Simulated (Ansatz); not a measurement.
An Ansatz (a program for electronic structure) input (PBEsol (Ansatz, PAW, no SOC)):

Ansatz 0.2 input:
```yaml
crystal:
  lattice:
    - [0, 2.4966601421, 2.4966601421]
    - [2.4966601421, 0, 2.4966601421]
    - [2.4966601421, 2.4966601421, 0]
  atoms:
    - { symbol: Hf, position: [0, 0, 0] }
    - { symbol: O, position: [0.25, 0.25, 0.25] }
    - { symbol: O, position: [0.75, 0.75, 0.75] }
basis: { ecutwfc: 420, ecutrho_ratio: 4, xc_grid: 2, fft_grid_basis: typed }
kpoints: { mp_grid: { grid: [11, 11, 11] } }
hamiltonian:
  xc: pbesol
  dispersion: none
  pseudopotentials: { kind: paw }
scf: { occupations: { method: fermi_dirac, width: 0.05 }, convergence: { dr2_threshold: 0.0000000003 } }
relax: { f_tol: 0.005, max_steps: 50 }
output: { forces: true, stress: true }
checkpoint: { write: state.ck, write_every: 1000 }
```

**Question.** Which symmetry and how many k-points will the program report, and about how many plane waves at Γ?

**Answer.** Space group Fm-3m (ITA 225) with 48 operations, k-points 56 of 1331, and 609 plane waves at Γ.

**Question.** And the final pressure?

**Answer.** 8.50 GPa (compression positive).

The cells carry an imposed strain or load. Whether these cells are dynamically stable was not tested. The cell was made from HfO2 in the fluorite structure (space group Fm-3m, No. 225) by this change: isotropic strain −1.00 %. This is not the structure that HfO2 has at room temperature and ambient pressure.
